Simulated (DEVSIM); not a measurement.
# abrupt GaAs p-n junction

System: abrupt GaAs p-n junction, at 300 K.

| layer (left to right) | material | thickness (μm) | Nd (cm⁻³) | Na (cm⁻³) | τn (s) | τp (s) |
|---|---|---|---|---|---|---|
| 1 | GaAs | 2.50 | - | 9.5e15 | 2.8e-9 | 2.8e-9 |
| 2 | GaAs | 12.0 | 1.5e17 | - | 2.8e-9 | 2.8e-9 |

Left contact: ohmic. Right contact: ohmic. Voltage is applied to the left contact. Recombination: SRH at mid-gap, radiative, Auger. Mobility is constant in doping.

This is a model device: material constants are rounded textbook-type values typed into the input, and sizes, dopings and lifetimes were drawn at random. Values at 300 K.

```csv
parameter,GaAs
gap (eV),1.424
affinity (eV),4.07
permittivity,12.9
Nc (cm⁻³),4.7e17
Nv (cm⁻³),9e18
μn (cm²/Vs),8500
μp (cm²/Vs),400
B (cm³/s),2e-10
Cn (cm⁶/s),1e-30
Cp (cm⁶/s),1e-30
```

Model (solved in DEVSIM): 1D drift-diffusion, Boltzmann statistics, complete ionisation; no tunnelling, impact ionisation, image-force lowering or self-heating.

```
Item                                               Result
---------------------------------------------  ----------
Potential step across the device at zero bias     1.217 V
Largest field in the device at zero bias       54000 V/cm
Dark forward voltage at 1 A/cm²                   0.956 V
Dark forward voltage at 100 A/cm²                 1.080 V
```

Dark reverse current:

```tsv
V (V)	J (A/cm²)
-0.40	-6.4e-10
-1.00	-1.3e-9
-2.00	-2.2e-9
-3.00	-2.9e-9
-4.00	-3.5e-9
-6.00	-4.6e-9
-8.00	-5.5e-9
-10.00	-6.3e-9
-13.00	-7.4e-9
-16.00	-8.3e-9
-20.00	-9.5e-9
```

Dark forward current:

(V (V), J (A/cm²)): (0.05, 2.6e-10); (0.10, 8.9e-10); (0.15, 2.6e-9); (0.20, 7.2e-9); (0.25, 2.0e-8); (0.30, 5.3e-8); (0.35, 1.5e-7); (0.40, 4.0e-7); (0.45, 1.1e-6); (0.50, 3.0e-6); (0.55, 8.3e-6); (0.60, 2.4e-5); (0.65, 7.0e-5); (0.70, 0.00023); (0.75, 0.00084); (0.80, 0.0038); (0.85, 0.020); (0.90, 0.12); (0.95, 0.80); (1.00, 5.3); (1.05, 35); (1.10, 200); (1.15, 880); (1.20, 2500)
